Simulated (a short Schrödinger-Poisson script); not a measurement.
Stack: gated Al0.33Ga0.67N/GaN polarisation-induced gas, at 20 K.

```
layer       material  thickness (nm)  Na (cm⁻³)
-----  -------------  --------------  ---------
1      Al0.33Ga0.67N              20          -
2                GaN            6000       3e14
```

The device is made up for the run: typed textbook-type constants, with dimensions and the other settings drawn at random. Al0.33Ga0.67N: permittivity 9.3, conduction-band edge (eV) 0.462, gap (eV) 4.09, electron mass (mₑ) 0.24, Nv at 300 K (cm⁻³) 4.6e19. GaN: permittivity 9.5, conduction-band edge (eV) 0, gap (eV) 3.43, Nv at 300 K (cm⁻³) 4.6e19.

Channel valleys (confinement mass, in-plane density-of-states mass, number): Γ 0.2, 0.2, 1. At the gate the conduction-band edge of layer 1 lies 1.27 eV − eVg above the Fermi level of the channel; the field vanishes at the back. Sheet of polarisation charge: +1.6e13 e/cm² at 20 nm from the gate. The barrier under the gate holds no holes. Gaps are held at their typed values at every temperature. Mesh 0.08 nm at interfaces.

Solved with a short Schrödinger-Poisson script written for these runs: 1D Poisson equation in equilibrium, electrons quantum, Hartree (BenDaniel-Duke, 40 states a valley, the channel's in-plane mass for all, wave functions free to enter the barrier), parabolic valleys, classical holes, full ionisation, no traps, pinning or gate leakage.

The same stack at other levels of the model or other numerical settings:

| run | sheet density of all electrons at Vg = 0.5 V (cm⁻²) | sheet density of all electrons at Vg = -3.5 V (cm⁻²) | capacitance at Vg = 0.5 V (μF/cm²) | centroid of the channel electrons at Vg = 0.5 V (nm) | rough cost against the base |
|---|---|---|---|---|---|
| base | 1.40e13 | 4.28e12 | 0.397 | 1.72 | about 1 |
| electrons treated as classical, Boltzmann | 1.50e13 | 4.77e12 | (withheld) | 0.12 | 0.02 |
| electrons treated as classical, Fermi-Dirac | 1.40e13 | 4.38e12 | (withheld) | (withheld) | 0.09 |
| electrons treated as quantum, Hartree plus LDA exchange-correlation | 1.41e13 | 4.36e12 | 0.398 | 1.57 | 2 |
| mesh six times as coarse | 1.40e13 | 4.27e12 | 0.398 | 1.65 | 0.3 |
| one subband a valley | 1.40e13 | 4.28e12 | 0.395 | 1.40 | 0.4 |

Problem. Fill in the missing entries.

Solution. 
- electrons treated as classical, Fermi-Dirac, centroid of the channel electrons at Vg = 0.5 V (nm): 1.50
- electrons treated as classical, Boltzmann, capacitance at Vg = 0.5 V (μF/cm²): 0.410
- electrons treated as classical, Fermi-Dirac, capacitance at Vg = 0.5 V (μF/cm²): 0.388

The classical rows ignore confinement, and Boltzmann statistics overrate the density once the band edge passes the Fermi level.
